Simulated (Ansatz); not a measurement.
**Converging the k-point mesh at a smearing width of 0.02 eV: Fe (Im-3m, 1 atom in the cell)**

```xyz
1
Lattice="-1.4307 1.4307 1.4307 1.4307 -1.4307 1.4307 1.4307 1.4307 -1.4307" Properties=species:S:1:pos:R:3 pbc="T T T"
Fe     0.0000     0.0000     0.0000
```
Moments meant for the start (each program seeds them in its own way; μB, in the order of the atoms Fe): 2.5.

Level of theory: PBE (plane waves, PAW; Ansatz, a quantum-chemistry and plane-wave program).

Base settings: basis.ecutwfc = 420 eV; kpoints.mp_grid.grid = 16 16 16; hamiltonian.xc = pbe; hamiltonian.pseudopotentials = {kind: paw} (the program's default PAW files); magnetization.spin_polarized = true; scf.occupations.method = gaussian; scf.occupations.width = 0.1 eV.

In this ladder: scf.occupations.width = 0.02 eV.

Only quantities that move along the ladder and can be compared are tabulated.

The count of work is k-points × plane waves × bands × iterations; it is no time. 

The starting cell has typed, rounded lattice constants, without a prior relaxation at this level. Its lattice was rescaled by up to half a per cent. With one magnetic atom in the cell only a parallel order is possible. In the base run, with a pressure of about -5 GPa the cell is away from its equilibrium volume at this level. Ansatz's pressure includes its estimate of the finite-basis (Pulay) stress.

Steps (kpoints.mp_grid.grid): 6 6 6; 7 7 7; 8 8 8; 10 10 10; 12 12 12; 14 14 14; 18 18 18; 21 21 21; 31 31 31; 38 38 38.

**Question.** What is the coarsest kpoints.mp_grid.grid that holds the free energy within 5 meV/atom of the last step, with all finer ones?

**Answer.** 10 10 10, at 0.029 of the last step's count of work; the step before is off by 10 meV/atom.

**Question.** What is the coarsest kpoints.mp_grid.grid that holds the pressure within 0.2 GPa of the last step, with all finer ones?

**Answer.** 21 21 21, at 0.18 of the last step's count of work; the step before is off by 0.72 GPa.

**Question.** What is the coarsest kpoints.mp_grid.grid that holds the net moment within 0.02 μB/atom of the last step, with all finer ones?

**Answer.** 21 21 21, at 0.18 of the last step's count of work; the step before is off by 0.038 μB/atom.

| kpoints.mp_grid.grid | free energy less the last step's (meV/atom) | pressure (GPa) | net moment (μB/atom) | count of work / last |
|---|---|---|---|---|
| 6 6 6 | -38.12 | -6.36 | 2.222 | 0.011 |
| 7 7 7 | -12.41 | -4.31 | 2.321 | 0.014 |
| 8 8 8 | 10.44 | -2.67 | 2.352 | 0.024 |
| 10 10 10 | -3.89 | -6.98 | 2.144 | 0.029 |
| 12 12 12 | -1.30 | -4.82 | 2.252 | 0.050 |
| 14 14 14 | -2.79 | -6.01 | 2.213 | 0.072 |
| 18 18 18 | -1.03 | -6.47 | 2.176 | 0.14 |
| 21 21 21 | 0.74 | -5.87 | 2.206 | 0.18 |
| 31 31 31 | -0.53 | -5.77 | 2.213 | 0.51 |
| 38 38 38 | 0.00 | -5.75 | 2.214 | 1.0 |

Keys are those of Ansatz 0.2.
